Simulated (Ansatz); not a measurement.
# Worked sum: formation energy of W_Ru in Ru (hcp, P6₃/mmc)

Consider the formation energy of W_Ru in Ru (hcp, P6₃/mmc). Reaction: 63 Ru (hcp) + W (bcc) → cell A.

A: a supercell of 64 sites of Ru (hcp, P6₃/mmc) with W on a Ru site (12 Ru at 2.67–2.74 Å); spin state with PBE: run without spin.

Method: Ansatz (a quantum-chemistry and plane-wave program), PAW, neutral cells at 0 K with nuclei at rest, on structures from PBE. Ansatz runs with its default PAW set. Other levels take these structures. The lattices are those relaxed with PBE, so at other levels the solids can be strained, which adds to the spread. Larger cells are relaxed from a start prepared with the learned potential CHGNet, on a coarser mesh till forces fall under 0.03 eV/Å, which some starts already meet. A dispersion term (D3(BJ), or D4 for r2SCAN) was computed beside these levels and is taken off wherever the name lacks it. The PAW files were made for PBE and serve at the other functionals too. Space groups of crystals are read within 0.01 Å. The runs are scalar-relativistic, without spin-orbit coupling. Mesh and cell size may move defect energies by 0.1 eV or more. Cell A has symmetry P-6m2 within 0.02 Å and got no random move, so less symmetric positions, which may lie lower, weren't tried.

Total energies of the cells in eV, at zero smearing width. They compare only within one column; the weights balance every element.

| cell | atoms | weight | r2SCAN | r2SCAN+D4 |
|---|---|---|---|---|
| A: Ru:W_Ru | 64 | +1 | -381511.76052 | -381522.91631 |
| Ru (hcp) | 64 | −63/64 | -377004.84064 | -377015.92221 |
| W (bcc) | 1 | −1 | -10397.29610 | -10397.51190 |

r2SCAN: (-381511.76052) − 63/64 × (-377004.84064) − (-10397.29610) = -0.324 eV.

r2SCAN+D4: (-381522.91631) − 63/64 × (-377015.92221) − (-10397.51190) = -0.356 eV.
